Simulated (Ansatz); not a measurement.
Start from Rh in the fcc (Cu type) structure (space group Fm-3m, No. 225; a = 3.7800 Å).

Method: PBEsol, PAW, 420 eV (Ansatz, an electronic-structure program; scalar-relativistic without spin-orbit coupling).

For the base:

Lattice parameter a: 3.780 Å

One thing is altered: a hydrostatic pressure of 3 GPa.

Question: Estimate the effect on the lattice parameter a.

Answer: The lattice parameter a decreases by 0.012 Å to 3.768 Å.

Load acts through the strain it causes; cell and atoms are relaxed under it. Stability against distortions was not tested. All final runs are without spin polarisation.
